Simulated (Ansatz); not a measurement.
**InSb (Fm-3m, No. 225, 2 atoms in the cell; start mp-10149; a measured phase of this formula has another space group)**

Level of theory: r²SCAN+rVV10 (plane waves, PAW; Ansatz, a program for electronic structure).

Run with plane-wave cutoff 560 eV, 16×16×16 k mesh, Fermi–Dirac smearing 0.05 eV, scalar-relativistic PAW data made under PBE.

Cell (relaxed at this level):

```cif
data_InSb
_chemical_formula_sum 'In1 Sb1'
_space_group_name_H-M_alt 'P 1'
_space_group_IT_number 1
_cell_length_a 4.28117
_cell_length_b 4.28117
_cell_length_c 4.28117
_cell_angle_alpha 60.000
_cell_angle_beta 60.000
_cell_angle_gamma 60.000
loop_
_space_group_symop_operation_xyz
  'x, y, z'
loop_
_atom_site_label
_atom_site_type_symbol
_atom_site_fract_x
_atom_site_fract_y
_atom_site_fract_z
_atom_site_occupancy
In1 In 0.00000 0.00000 0.00000 1
Sb1 Sb 0.50000 0.50000 0.50000 1
```

```
Item      Result
--------  ------
band gap    none
```

Note: the relaxation could not lower the start's symmetry, so the cell can be a saddle point above a distorted one.

Spin–orbit coupling is not included; it can open a gap where bands touch, and shift volumes and moduli.

A start named mp-… is a Materials Project structure, which need not be a measured phase.
